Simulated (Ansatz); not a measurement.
TaN (model structure, Pm-3m, No. 221, 6 atoms in the cell) was calculated with r²SCAN (PAW; Ansatz, a program for electronic structure).

Numerical settings: plane-wave cutoff 560 eV, 12×12×12 k mesh, Fermi–Dirac smearing 0.05 eV, scalar-relativistic PAW data made under PBE.

Cell (relaxed at this level):

TaN has the cubic space group Pm-3m (No. 221), Pearson symbol cP6. Cell: a = 4.230 Å, b = 4.230 Å, c = 4.230 Å, α = 90.00°, β = 90.00°, γ = 90.00°. Ta on 3c is coordinated by 4 N at 2.115 Å (square planar). N on 3d is surrounded by 4 Ta at 2.115 Å (square planar). (Neighbours: up to the widest gap in distance over summed covalent radii, below 1.35, at either atom; cation-cation and far metal-metal contacts left out.)

Problem. What does this level give for the bulk modulus B0?

Solution. 
- bulk modulus B0 = 294 GPa

The run finds no gap.

Note: the bulk modulus is −V dP/dV from two relaxed cells at ±2 % in volume; the relaxation could raise the start's symmetry but not lower it, so the cell can be a saddle point.

Spin–orbit coupling is not included; it can open a gap where bands touch, and shift volumes and moduli.

It cost roughly 50 core-seconds of CPU time.

A model structure was made by putting elements into a prototype or built by hand; it is no filed structure, need not be a known phase, and can be a saddle point held by its symmetry.
